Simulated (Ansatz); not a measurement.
**P under a change: 3 layers**

Start from P in the black-P type structure (space group Cmce, No. 64; a = 3.302 Å, b = 10.691 Å, c = 4.467 Å; layered, stacked along the Cartesian y axis).

Perturbation: a free-standing slab of 3 layers (12 atoms, 4 a layer) is cut normal to the stacking axis, with 15 Å of vacuum and the in-plane cell relaxed.

Calculations: plane-wave PAW DFT at the r2SCAN+rVV10 level (Ansatz, a first-principles code, 500 eV), no spin-orbit coupling. Settings: 10×8×1 k-points, 0.05 eV Fermi–Dirac smearing, for the changed cell.

- Layer's space group (with vacuum): Pmna (No. 53)
- Shortest interatomic distance: 2.207 Å (base 2.213 Å)
- Band gap: 0.38 eV (base zero)
- Gap character: direct at Γ
- Valence-band top at Γ (three highest levels, from the VBM): 0.00, -0.52, -1.08 eV
- Excess energy per area of both faces (slab less bulk energy over the cell's area: twice a surface energy): 0.4 J/m² (uncertain by up to 0.1 J/m²)
- Thickness between the outermost nuclei: 12.80 Å

Final structure:

```
CELL_PARAMETERS angstrom
      3.29689     0.00000     0.00000
      0.00000     4.50895     0.00000
      0.00000     0.00000    27.80915
ATOMIC_POSITIONS crystal
  P  0.75000 0.58719 0.26979
  P  0.25000 0.91281 0.26979
  P  0.75000 0.41351 0.34556
  P  0.25000 0.08649 0.34556
  P  0.25000 0.58643 0.46202
  P  0.75000 0.91357 0.46202
  P  0.25000 0.41357 0.53798
  P  0.75000 0.08643 0.53798
  P  0.75000 0.58649 0.65444
  P  0.25000 0.91351 0.65444
  P  0.75000 0.41281 0.73021
  P  0.25000 0.08719 0.73021
```

Cost of the whole job for the changed cell (relaxation, final SCF and bands): about 5 core-minutes (a rough figure).

Slab and bulk use different k-meshes, which limits the precision of the excess energy. Whether these cells are dynamically stable was not tested. Gaps under 0.05 eV, about the width of the smearing, are given as zero. A zero or small gap of P can be the functional's error rather than a property of the material. k-point labels follow each cell's own Brillouin zone.
